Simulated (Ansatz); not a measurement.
Several settings converged on CsCaH₃ (Pm-3m, 5 atoms in the cell)

```yaml
crystal:
  lattice:
    - [4.59808, 0.00000, 0.00000]
    - [0.00000, 4.59808, 0.00000]
    - [0.00000, 0.00000, 4.59808]
  atoms:
    - { symbol: Cs, position: [0.00000, 0.00000, 0.00000] }
    - { symbol: Ca, position: [0.50000, 0.50000, 0.50000] }
    - { symbol: H, position: [0.50000, 0.00000, 0.50000] }
    - { symbol: H, position: [0.00000, 0.50000, 0.50000] }
    - { symbol: H, position: [0.50000, 0.50000, 0.00000] }
```

Base method: LDA (PW92), default PAW files made with PBE (plane waves; Ansatz, an electronic-structure program).

Base settings: basis.ecutwfc = 420 eV; kpoints.mp_grid.grid = 6 6 6; hamiltonian.xc = lda; hamiltonian.pseudopotentials = {kind: paw} (the program's default PAW files); scf.occupations.method = fixed.

Core times come from one kind of shared machine, to one figure; runs under 30 s give none.

**Zone-centre phonons against the mesh**

In this ladder: phonons.method = dfpt; phonons.dielectric = true; phonons.rigid_motions = translations.

Frequencies are those of the unrelaxed cell, without the LO-TO term of polar crystals.

Only quantities that move along the ladder and can be compared are tabulated.

| kpoints.mp_grid.grid | highest zone-centre frequency (cm⁻¹) | lowest optical frequency (cm⁻¹) | core time / last (rough) |
|---|---|---|---|
| 2 2 2 | 962.9 | 97.0 | – |
| 3 3 3 | 971.2 | 105.5 | – |
| 4 4 4 | 971.4 | 105.3 | 0.06 |
| 5 5 5 | 971.4 | 105.4 | 0.07 |
| 7 7 7 | 971.4 | 105.4 | 0.1 |
| 9 9 9 | 971.4 | 105.4 | 0.3 |
| 11 11 11 | 971.4 | 105.4 | 0.5 |
| 13 13 13 | 971.4 | 105.4 | 1 |

Coarsest kpoints.mp_grid.grid that holds the lowest optical frequency within 1 cm⁻¹ of the last step, with all finer ones: 3 3 3; the step before is off by 8.4 cm⁻¹.

Coarsest kpoints.mp_grid.grid that holds the highest zone-centre frequency within 2 cm⁻¹ of the last step, with all finer ones: 3 3 3; the step before is off by 8.5 cm⁻¹.

**The dielectric constant against shifted meshes**

In this ladder: kpoints.mp_grid.shift = 0.5 0.5 0.5; dielectric = true; dielectric.field_mesh = kpoints.

Only quantities that move along the ladder and can be compared are tabulated.

| kpoints.mp_grid.grid | largest Born charge (mean of the diagonal) (e) | mean ε∞ |
|---|---|---|
| 2 2 2 | 1.837 | 3.338 |
| 3 3 3 | 1.925 | 3.591 |
| 4 4 4 | 1.914 | 3.639 |
| 5 5 5 | 1.916 | 3.653 |
| 6 6 6 | 1.916 | 3.656 |
| 7 7 7 | 1.916 | 3.657 |
| 9 9 9 | 1.916 | 3.657 |
| 11 11 11 | 1.916 | 3.657 |
| 13 13 13 | 1.916 | 3.657 |

Coarsest kpoints.mp_grid.grid that holds the largest Born charge (mean of the diagonal) within 0.005 e of the last step, with all finer ones: 4 4 4; the step before is off by 0.009 e.

Coarsest kpoints.mp_grid.grid that holds the mean ε∞ within 0.01 of the last step, with all finer ones: 5 5 5; the step before is off by 0.018.

On the base run: the starting cell comes from a database of computed structures (which also holds hypothetical and non-ambient phases and stackings), without a prior relaxation at this level. Its lattice was rescaled by up to half a per cent.

Keys are those of Ansatz 0.2.
